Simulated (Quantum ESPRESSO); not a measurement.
Troubleshooting Quantum ESPRESSO: a failed run on YMg₆Nb (Amm2, 8 atoms in the cell). The aim is a self-consistent single point with DFT, PBEsol, plane waves, PseudoDojo standard norm-conserving (PBESOL) pseudopotentials.

Cell that was meant: a = 5.1490 Å, b = 6.4599 Å, c = 6.4599 Å, α = 59.67°, β = 90.00°, γ = 90.00°.

Part of the input:

```fortran
    calculation = 'scf',
    prefix = 'YMg6Nb',
    outdir = './work',
    pseudo_dir = './pseudo',
    tprnfor = .true.,
    tstress = .true.,
/
```

Log, with long lists cut:

```
 %%%%%%%%%%%%%%%%%%%%%%%%%%%%%%%%%%%%%%%%%%%%%%%%%%%%%%%%%%%%%%%%%%%%%%%%%%%%%%
     Error in routine readpp (1):
     file ./pseudo/Y.upf not found
 %%%%%%%%%%%%%%%%%%%%%%%%%%%%%%%%%%%%%%%%%%%%%%%%%%%%%%%%%%%%%%%%%%%%%%%%%%%%%%

     stopping ...
```

Problem. Read the log: what does the program object to, and what is the fix?

Solution. The fault is a wrong folder for the potentials. The files are not in the folder that the input names. To fix it, correct the folder. The program stopped before any SCF iteration.

The sound input it was made from differs as follows (other fixes are possible):
```diff
-    pseudo_dir = './pseudo',
+    pseudo_dir = './',
```

With that input, the run converged in 21 iterations: free energy E − TS -12484.7741 eV; Fermi level (on the code's own zero) 7.40 eV; pressure -1.58 GPa; largest force (vector length) 0.102 eV/Å; size of the cell's spin moment 0.98 μB (DFT, PBEsol, plane waves, PseudoDojo standard norm-conserving (PBESOL) pseudopotentials).

On the sound input: the starting cell comes from a database of computed structures (which also holds hypothetical and non-ambient phases and stackings), without a prior relaxation at this level. With one magnetic atom in the cell only a parallel order is possible. Without a gap this mesh is coarse (it stands for a supercell whose shortest vector is 15 Å).
